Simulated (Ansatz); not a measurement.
**Worked example: self-consistent single point of Mg (R3m, 3 atoms in the cell) in Ansatz (a first-principles code)**

Level of theory: PBEsol, default PAW files made with PBE (plane waves; Ansatz).

Input:

Ansatz 0.2 input:
```yaml
crystal:
  lattice:
    - [1.587917, 0.916784, 7.676777]
    - [-1.587917, 0.916784, 7.676777]
    - [0.000000, -1.833569, 7.676777]
  atoms:
    - { symbol: Mg, position_ang: [0.000000, -0.000000, 0.049999] }
    - { symbol: Mg, position_ang: [-0.000000, -0.000000, 5.111190] }
    - { symbol: Mg, position_ang: [0.000000, -0.000001, 17.919141] }
basis:
  ecutwfc: 420.0 eV
kpoints:
  mp_grid: { grid: [12, 12, 12] }
hamiltonian:
  xc: pbesol
  pseudopotentials: { kind: paw }
scf:
  occupations: { method: gaussian, width: 0.1 eV }
output:
  forces: true
  eigenvalues: true
  stress: true
```

Log, with long lists cut:

```
WARN ansatz: RAYON_NUM_THREADS=1 ignored (pool sized by the plan → 1); use --threads N
basis.fft_grid_basis auto: the FFT boxes are laid along the combinations [[1, 0, -1], [0, 1, -1], [0, 0, 1]] of the cell's own vectors, 3.176, 3.176 and 7.893 …
Pseudopotentials: kind: paw
Pseudopotential: Mg, paw, valence charge 10
Crystal: 3 atoms, lattice volume = 67.054 Å³
Basis set: ecut = 420 eV, 1291 PW (Γ), FFT grids on a1−a3, a2−a3, a3, exchange–correlation on 48×48×108 points (8 copies of the dense FFT grid, shifted against one another)
Bands: 19, of which v1, the nominal top of the filled ones, is band 15 counted from 1 (14 counted from 0)
Symmetry: 6 space group operations
Space group: R3m (ITA 160), of the structure as read, at distance tolerance 4.1e-5 Å
k-points: 189 of 1728 (time reversal used)
PAW frozen core: Mg, regenerated for the run's functional, and the local potential with it
Initial density: superposition of atomic densities (neutral atoms: chi_scale 0, normalization atom), corrected by the library's trained network
Initial wavefunctions: pseudopotential atomic-orbital guess
Eigensolver: davidson
Functional: x = pbesol(κ = 0.804, μ = 0.12345679012345678), c = pbesol(β = 0.046)
SCF iter   1: F=—  HF=-5736.142768 eV  |F-HF|=—  |Δ(HF+E_count)|=         —  Δρ=2.11e-3  dr2=3.27e-3  ethr=1.77e-3  ⟨swp⟩=5.1  Hψ=15399  notcnv=0
all-band conjugate gradients solve this SCF's bands
preconditioner: auto → Kerker (q_TF=auto, 2.386 Å⁻¹)
SCF iter   2: F=—  HF=-5736.140454 eV  |F-HF|=—  |Δ(HF+E_count)|=   2.31e-3  Δρ=9.76e-4  dr2=1.26e-3  ethr=1.09e-5  ⟨swp⟩=2.7  Hψ=7679  notcnv=0
SCF iter   3: F=—  HF=-5736.140192 eV  |F-HF|=—  |Δ(HF+E_count)|=   2.62e-4  Δρ=2.57e-4  dr2=1.77e-4  ethr=4.19e-6  ⟨swp⟩=2.4  Hψ=6406  notcnv=0
SCF iter   4: F=—  HF=-5736.140167 eV  |F-HF|=—  |Δ(HF+E_count)|=   2.50e-5  Δρ=8.14e-5  dr2=1.32e-6  ethr=5.89e-7  ⟨swp⟩=1.6  Hψ=3794  notcnv=0
SCF iter   5: F=—  HF=-5736.140158 eV  |F-HF|=—  |Δ(HF+E_count)|=   8.56e-6  Δρ=1.98e-5  dr2=2.31e-7  ethr=4.42e-9  ⟨swp⟩=2.0  Hψ=6438  notcnv=0
SCF iter   6: F=-5736.140158 eV  HF=-5736.140158 eV  |F-HF|=1.67e-8  |Δ(HF+E_count)|=   6.26e-8  Δρ=6.06e-6  dr2=2.10e-8  ethr=3.33e-10  ⟨swp⟩=5.3  Hψ=13763  notcnv=0
SCF 1 converged in 6 iterations: F = -5736.140158 eV  dr2 = 2.10e-8
SCF converged after 6 iterations
Free energy (F): -5736.140158 eV
Harris-Foulkes:  -5736.140158 eV  (|F-HF|=1.67e-8)
Internal energy: -5736.133333 eV  (E = F + TS)
E sigma→0 (E₀):  -5736.136746 eV
Entropy (-TS):   -0.006825 eV (-2.275 meV/atom)
Fermi energy:    5.789813 eV
--- Per-component energies (eV) ---
  E_band       = -1061.418797
  E_kinetic    = 225.095317
  E_local      = -4831.036890  (includes V_loc(G=0)·N_el)
  E_nonlocal   = 289.115659
  E_hartree    = 1722.795665
  E_xc         = -84.643230
  E_vxc        = -109.746018  (∫ρ·V_xc dr)
  E_paw        = -843.718895  (= ΣΔE_a)
  E_vpaw       = -80.432942  (= ΣTr[D̂ρ^β])
  E_aug_tail   = -0.000007  (compensation charges beyond the density's cutoff)
  E_ewald      = -2213.917539
  E_core_change = 0.176587  (= ΣΔE_core)
  E_smearing   = -0.006825  (= −TS)
  E_closure    = -0.000000  (closes the sum)
  Σ components = -5736.140158   (vs F -5736.140158, Δ=0.00e0)
--- Forces (eV/Å), atoms counted from 1 ---
  atom   1  Mg     0.00000000     0.00000000    -0.14490313
  atom   2  Mg     0.00000000    -0.00000000     0.07935712
  atom   3  Mg     0.00000000    -0.00000000     0.06554461
  max |Σ_I F_I| component: 1.40e-6 eV/Å
--- Stress (GPa, compression-positive) ---
        0.371100       0.000000       0.000000
        0.000000       0.371100      -0.000000
        0.000000      -0.000000       0.371492
  P = ⅓ Tr σ = 0.3712 GPa (3.712 kbar)
  The stress holds the Pulay correction. Without it, at fixed plane waves, as pw.x and ABINIT print it: P = 0.3689 GPa
--- Band table (eV; the first three rows and the last of 189) ---
  k-point 0: bands = ["-69.8008", "-69.7822", "-69.7628", "-36.7484", "-36.7301", "-36.7285", "-36.7285", "-36.7099", "-36.7099", "-36.6994", "-36.6903", "-36.6903", "-1.2192", "1.2736", "1.3528", "8.5622", "8.6078", "17.0387", "17.0387"]
  k-point 1: bands = ["-69.8006", "-69.7821", "-69.7627", "-36.7481", "-36.7317", "-36.7290", "-36.7282", "-36.7117", "-36.7104", "-36.6995", "-36.6920", "-36.6907", "-1.0783", "1.3060", "1.5934", "8.4454", "8.9666", "14.7661", "15.5685"]
  k-point 2: bands = ["-69.8002", "-69.7817", "-69.7623", "-36.7473", "-36.7364", "-36.7302", "-36.7272", "-36.7163", "-36.7116", "-36.6999", "-36.6965", "-36.6919", "-0.6572", "1.5801", "2.1353", "8.5392", "9.5704", "12.2179", "13.1801"]
  k-point 188: bands = ["-69.8008", "-69.7823", "-69.7628", "-36.7513", "-36.7286", "-36.7286", "-36.7246", "-36.7099", "-36.7099", "-36.7020", "-36.6903", "-36.6903", "-0.6236", "-0.5328", "4.1441", "4.6566", "13.7134", "13.7358", "16.8793"]
```

The run converged in 6 iterations.

The starting cell comes from a database of computed structures (which also holds hypothetical and non-ambient phases and stackings), without a prior relaxation at this level. Its lattice was rescaled by up to half a per cent. One atom was moved a little off its site on purpose. Ansatz's pressure includes its estimate of the finite-basis (Pulay) stress.
